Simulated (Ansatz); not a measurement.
Re: alloy series

The reference is Re in the hcp (Mg type) structure (space group P6_3/mmc, No. 194; a = 2.751 Å, c = 4.441 Å).

The other end (x = 1) is Ti in the hcp (Mg type) structure (space group P6_3/mmc, No. 194): 16.73 Å³/atom, gap zero.

Ti replaces a fraction x of Re; each row is one arrangement (x, atoms in the cell, starting space group or random), fully relaxed.

The values are results of PBEsol (Ansatz, a program for electronic structure; PAW; 420 eV plane waves; spin-orbit coupling left out), not measurements.

Candidates:
(a) x(Ti) = 0.375, 8 atoms, Pmm2
(b) x(Ti) = 0.625, 8 atoms, Pmm2
(c) x(Ti) = 0.75, 4 atoms, Imm2
(d) x(Ti) = 0.75, 8 atoms, C2

Notes on the quantities. mixing energy: to 0.01 eV only: unlike meshes or grids.

Order them by mixing energy, lowest first.

(b) x(Ti) = 0.625, 8 atoms, Pmm2 (-0.33 eV/atom), (a) x(Ti) = 0.375, 8 atoms, Pmm2 (-0.30 eV/atom), (c) x(Ti) = 0.75, 4 atoms, Imm2 (-0.25 eV/atom), (d) x(Ti) = 0.75, 8 atoms, C2 (-0.06 eV/atom)

These are small ordered cells, not random alloys; other orderings at the same x differ. Spin-orbit coupling, missing from the scalar runs, can matter with Re. Whether these cells are dynamically stable was not tested. All final runs are without spin polarisation. An odd electron count without spin: Ti3Re5, Ti5Re3 and Ti3Re. Under x(Ti) = 0.375, 8 atoms, Pmm2, x(Ti) = 0.625, 8 atoms, Pmm2 and x(Ti) = 0.75, 4 atoms, Imm2 the cell changed shape so far that it is another structure.
